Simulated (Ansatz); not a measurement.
We consider hexagonal WC, described by LDA (Ansatz, a quantum-chemistry and plane-wave program, plane waves, PAW).

Run with plane-wave cutoff 520 eV, 24×24×20 k mesh (along the axes of the cell as run), Fermi–Dirac smearing 0.05 eV, no spin polarisation, scalar-relativistic PAW data made under PBE.

A third-order Birch–Murnaghan fit to the energies gives V0 = 10.127 Å³/atom, B0 = 421 GPa, B′ = 4.2.

```
V (Å³/atom)  P (GPa)
-----------  -------
9.722          18.72
9.925           8.87
10.127          0.00
10.330             ?
10.533             ?
```

Estimate the withheld pressures from this fit; the answers are the runs' own values.


- 10.330, P (GPa): -8.00
- 10.533, P (GPa): -15.20

The formula P = (3/2) B0 (x^(7/3) − x^(5/3)) [1 + (3/4)(B′ − 4)(x^(2/3) − 1)] with x = V0/V meets the computed pressures within 0.04 GPa when these rounded values are put in.

Shape and atoms are relaxed at each volume.

Measured, for comparison: bulk modulus 384 ± 0.8 GPa (room temperature, not corrected to a static lattice, adiabatic, ultrasonic, sources range from 377 to 412; as tabulated in Compression behavior of WC and WC-6%Co up to 50 GPa (OSTI 1006718)). Computed less measured: bulk modulus +10 % (+2.2 % to +12 % over the range).

Spin–orbit coupling is not included.

The computed numbers hold no vibrational or temperature effects.
